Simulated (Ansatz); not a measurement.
# Computed paths: interstitial H in fluorite, charge state +1

Defect migration in fluorite: interstitial H, charge state +1. All values below come from PBE, PAW (plane waves to 420 eV; Ansatz, a program for electronic structure).

96-site cell at the relaxed PBE lattice, the Γ point alone, smearing 0.01 eV, spin-restricted, no finite-size correction. No zero-point or tunnelling terms. The charge state is imposed; whether it is stable for some Fermi level was not computed. Sites that were not tried may lie lower.

Barriers: single points on a 2×2×2 k-point mesh shifted by half a step at the bands' geometries.

```csv
Route,Start site over the lowest site run (eV),Hop (Å),Forward barrier (eV),Backward barrier (eV),Neighbours at the start,Neighbours at the saddle,Saddle order,"Forward, on the band's own sampling (eV)"
"a concerted move, in which H travels most",0.00,1.49,0.48,0.48,"F at 1.11, F at 1.16 Å","F at 0.98, 2 F at 1.79 Å","not checked, on a symmetry element",0.47
```

Paths come from CI-NEB runs.  A band can be held on a symmetry element, so unchecked saddle points there may be too high. A further band (a concerted move, in which H travels most, 2.00 Å) gave 0.47 eV forward on its own sampling, 0.47 eV above the lowest site run, but a shoulder points to a second hump between its images, so it is not taken as a result.
